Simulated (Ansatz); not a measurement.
The starting structures come from a database of crystals and need not be the phases stable at ambient conditions.

Consider the following.

```
CELL_PARAMETERS angstrom
      7.40418     0.00000     0.00000
      0.00000     8.24100     0.00000
      3.70209    -2.58632     5.65838
ATOMIC_POSITIONS crystal
  K  0.29818 0.74511 0.40364
  K  0.70182 0.25489 0.59636
  P  0.97570 0.65000 0.04860
  P  0.02430 0.35000 0.95140
  Se 0.78603 0.79797 0.42794
  Se 0.21397 0.20203 0.57206
  Se 0.82188 0.67515 0.85532
  Se 0.17812 0.32485 0.14468
  Se 0.67720 0.32485 0.14468
  Se 0.32280 0.67515 0.85532
  Au 0.74308 0.00000 0.00000
  Au 0.25692 0.00000 0.00000
```

Space group of this cell: C2/m. The cell is taken as given; by PBEsol its mean pressure is -2.2 GPa.

Transport runs along the normal of the first two printed cell vectors.

No gap correction and no spin-orbit coupling; mid-gap values are interpolated between computed energies.

Estimate the band gap and the smallest decay constant κ at mid-gap that PBEsol (Ansatz, a program for electronic structure) returns for this system.

Gap 0.86 eV on a 6×4×6 mesh; κ = 0.192 1/Å, at (0.000, 0.500) of the in-plane reciprocal vectors. At the zone centre, at the nearest computed energy, the slowest state has κ = 0.25 1/Å.
